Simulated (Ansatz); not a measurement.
Pressure series in B4C

The reference is B₄C (space group Cm, No. 8; a = 8.743 Å, b = 5.580 Å, c = 5.028 Å, α = γ = 90.00°, β = 118.74°; a cell from a computed database, its experimental status unchecked).

Cell and atoms are relaxed at each pressure.

The values are results of DFT with PBEsol, PAW potentials and a 420 eV plane-wave cutoff in Ansatz (a quantum-chemistry and plane-wave program), without spin-orbit coupling, not measurements.

Two rows of this table had their results exchanged by mistake.

```
pressure          volume per atom (Å³)  shortest distance (Å)  band gap
----------------  --------------------  ---------------------  --------
pressure −2 GPa                   7.23                  1.434   2.83 eV
pressure −1 GPa                   7.20                  1.433   2.83 eV
pressure 0.3 GPa                  7.16                  1.431   2.82 eV
pressure 0.7 GPa                  7.15                  1.431   2.82 eV
pressure 1.5 GPa                  7.12                  1.430   2.82 eV
pressure 3 GPa                    7.08                  1.429   2.81 eV
pressure 5 GPa                    6.90                  1.422   2.79 eV
pressure 7.5 GPa                  6.96                  1.424   2.80 eV
pressure 10 GPa                   7.03                  1.427   2.81 eV
```

Which two?

The rows for pressure 5 GPa and pressure 10 GPa: the volume has to fall steadily with pressure, so 7.03 Å³ belongs to pressure 5 GPa and 6.90 Å³ to pressure 10 GPa.

Load acts through the strain it causes; cell and atoms are relaxed under it. No phonon test of stability was made. No other phases were tried under pressure.
